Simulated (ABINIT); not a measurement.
# A self-consistent single point of LaCu₂ (P6/mmm, 3 atoms in the cell) with ABINIT

Level of theory: LDA (PW92), PAW (JTH v2.0 LDA PAW) (plane waves; ABINIT).

This input was run:

```
# LaCu2, JTH v2.0 LDA PAW
pp_dirpath "./"
pseudos "La.LDA_PW-JTH.xml, Cu.LDA_PW-JTH.xml"
acell 4.3002897785 4.3002897785 3.8509600000 Angstrom
rprim
         1.0000000000    0.0000000120    0.0000000000
        -0.5000000104    0.8660253978    0.0000000000
         0.0000000000    0.0000000000    1.0000000000
natom 3
ntypat 2
znucl 57 29
typat 1 2 2
xcart
         0.0000000000    0.0000000000    0.0000000000
        -0.0000000297    2.4827734612    1.9254800000
         2.1501448744    1.2413867563    1.9254800000
      Angstrom
ecut 30 Ha
pawecutdg 60 Ha
pawxcdev 0
occopt 3
tsmear 0.00183747
nband 33
kptopt 1
ngkpt 9 9 9
nshiftk 1
shiftk 0 0 0
nstep 100
tolvrs 1.0e-10
prtwf 0
prtden 0
```

Output (repeated stretches shortened):

```
 Symmetries : space group P6/m m m (#191); Bravais hP (primitive hexag.)

 -outvars: echo values of preprocessed input variables --------
            acell      8.1263699734E+00  8.1263699734E+00  7.2772597487E+00 Bohr
             ecut      3.00000000E+01 Hartree
              ixc       -1012
         kptrlatt        9    0    0      0    9    0      0    0    9
          kptrlen      6.54953377E+01
            natom           3
            nband          33
            ngfft          45      45      36
          ngfftdg          60      60      54
             nkpt          60
            nstep         100
             nsym          24
           ntypat           2
           occopt           3
        pawecutdg      6.00000000E+01 Hartree
         pawxcdev           0
            rprim      1.0000000000E+00  1.2000000000E-08  0.0000000000E+00
                      -5.0000001040E-01  8.6602539780E-01  0.0000000000E+00
                       0.0000000000E+00  0.0000000000E+00  1.0000000000E+00
          spgroup         191
           tolvrs      1.00000000E-10
           tsmear      1.83747000E-03 Hartree
            typat      1  2  2
           useylm           1
             xred      0.0000000000E+00  0.0000000000E+00  0.0000000000E+00
                       3.3333333333E-01  6.6666666667E-01  5.0000000000E-01
                       6.6666666667E-01  3.3333333333E-01  5.0000000000E-01
            znucl       57.00000   29.00000

== DATASET  1 ==================================================================

 Real(R)+Recip(G) space primitive vectors, cartesian coordinates (Bohr,Bohr^-1):
 R(1)=  8.1263700  0.0000001  0.0000000  G(1)=  0.1230562  0.0710465  0.0000000
 R(2)= -4.0631851  7.0376428  0.0000000  G(2)= -0.0000000  0.1420930  0.0000000
 R(3)=  0.0000000  0.0000000  7.2772597  G(3)=  0.0000000  0.0000000  0.1374144
 Unit cell volume ucvol=  4.1619005E+02 bohr^3
 Angles (23,13,12)=  9.00000000E+01  9.00000000E+01  1.20000000E+02 degrees

 Coarse grid specifications (used for wave-functions):

 getcut: wavevector=  0.0000  0.0000  0.0000  ngfft=  45  45  36
         ecut(hartree)=     30.000   => boxcut(ratio)=   2.00636

 Fine grid specifications (used for densities):

 getcut: wavevector=  0.0000  0.0000  0.0000  ngfft=  60  60  54
         ecut(hartree)=     60.000   => boxcut(ratio)=   2.11745

   6.69013201E+03                                ecore*ucvol(ha*bohr**3)

_setup2: Arith. and geom. avg. npw (full set) are    3265.645    3265.626

--- !BeginCycle
solver: {iscf: 17, nstep: 100, nline: 4, wfoptalg: 10, }
tolerances: {tolvrs: 1.00E-10, }
...

     iter   Etot(hartree)      deltaE(h)  residm     nres2
 ETOT  1  -424.95815738309    -4.250E+02 2.980E+00 5.508E+02
 ETOT  2  -431.15925752796    -6.201E+00 1.335E+00 7.546E+02
 ETOT  3  -428.82796648342     2.331E+00 2.609E-01 1.348E+02
 ETOT  4  -428.63376057811     1.942E-01 1.348E-01 5.859E+01
 ETOT  5  -428.51729464875     1.165E-01 1.903E-02 3.015E+01
 ETOT  6  -428.40647067577     1.108E-01 2.258E-01 1.559E+00
   [... 16 lines left out ...]
 ETOT 23  -428.40896413100     4.243E-08 4.659E-04 2.913E-07
 ETOT 24  -428.40896413134    -3.353E-10 4.199E-04 8.166E-08
 ETOT 25  -428.40896413117     1.702E-10 7.491E-04 8.252E-09
 ETOT 26  -428.40896413115     1.211E-11 4.220E-04 5.364E-10
 ETOT 27  -428.40896413115    -1.421E-12 4.345E-04 7.731E-11

 At SCF step   27       nres2   =  7.73E-11 < tolvrs=  1.00E-10 =>converged.

 Cartesian components of stress tensor (hartree/bohr^3)
  sigma(1 1)=  1.96222866E-04  sigma(3 2)=  0.00000000E+00
  sigma(2 2)=  1.96222865E-04  sigma(3 1)=  0.00000000E+00
  sigma(3 3)=  1.61296473E-04  sigma(2 1)=  3.44923327E-13

 ----iterations are completed or convergence reached----

 reduced coordinates (array xred) for    3 atoms
       0.000000000000      0.000000000000      0.000000000000
       0.333333333333      0.666666666667      0.500000000000
       0.666666666667      0.333333333333      0.500000000000
 cartesian forces (eV/Angstrom) at end:
    1     -0.00000000000000    -0.00000000000000    -0.00000000000000
    2      0.00000000000000     0.00000000000000    -0.00000000000000
    3     -0.00000000000000    -0.00000000000000    -0.00000000000000
 frms,max,avg= 3.2571322E-27 6.5581321E-27   0.000E+00  0.000E+00  0.000E+00 e/A
 length scales=  8.126369973412  8.126369973412  7.277259748697 bohr
              =  4.300289778500  4.300289778500  3.850960000000 angstroms
 Fermi (or HOMO) energy (hartree) =   0.18527   Average Vxc (hartree)=  -0.40166
 Eigenvalues (hartree) for nkpt=  60  k points:
 kpt#   1, nband= 33, wtk=  0.00137, kpt=  0.0000  0.0000  0.0000 (reduced coord)
  -3.93216   -3.93176   -2.38236   -2.38233   -2.38233   -2.38197   -2.38033   -2.38033
  -1.01630   -0.41081   -0.41081   -0.40699   -0.05352    0.04019    0.06262    0.06262
   0.06416    0.06416    0.07084    0.07084    0.08021    0.08491    0.08491    0.19397
   0.19397    0.20409    0.24354    0.24703    0.25749    0.25749    0.26417    0.26417
   0.26659
      occupation numbers for kpt#   1
   2.00000    2.00000    2.00000    2.00000    2.00000    2.00000    2.00000    2.00000
   2.00000    2.00000    2.00000    2.00000    2.00000    2.00000    2.00000    2.00000
   2.00000    2.00000    2.00000    2.00000    2.00000    2.00000    2.00000    0.01746
   0.01746    0.00007    0.00000    0.00000    0.00000    0.00000    0.00000    0.00000
   0.00000
 prteigrs : prtvol=0 or 1, do not print more k-points.

--- !EnergyTerms
comment             : Components of total free energy in Hartree
kinetic             :  3.17861607944944E+01
hartree             :  1.28462444188973E+02
xc                  : -1.58976988341060E+01
Ewald energy        : -2.21068702303790E+02
psp_core            :  1.60747044799917E+01
local_psp           : -3.05090844954593E+02
spherical_terms     : -6.26744039757379E+01
internal            : -4.28408340604768E+02
'-kT*entropy'       : -6.24211680269797E-04
total_energy        : -4.28408964816448E+02
total_energy_eV     : -1.16576007906856E+04
...

-Cartesian components of stress tensor (GPa)         [Pressure= -5.4306E+00 GPa]
- sigma(1 1)=  5.77307507E+00  sigma(3 2)=  0.00000000E+00
- sigma(2 2)=  5.77307503E+00  sigma(3 1)=  0.00000000E+00
- sigma(3 3)=  4.74550528E+00  sigma(2 1)=  1.01479929E-08

 Calculation completed.
```

The run converged in 27 iterations.

The starting cell comes from a database of computed structures (which also holds hypothetical and non-ambient phases and stackings), without a prior relaxation at this level. Spin polarisation is off. With a pressure of about -5 GPa the cell is away from its equilibrium volume at this level.

Cost on one core of a shared machine: roughly 20 min.
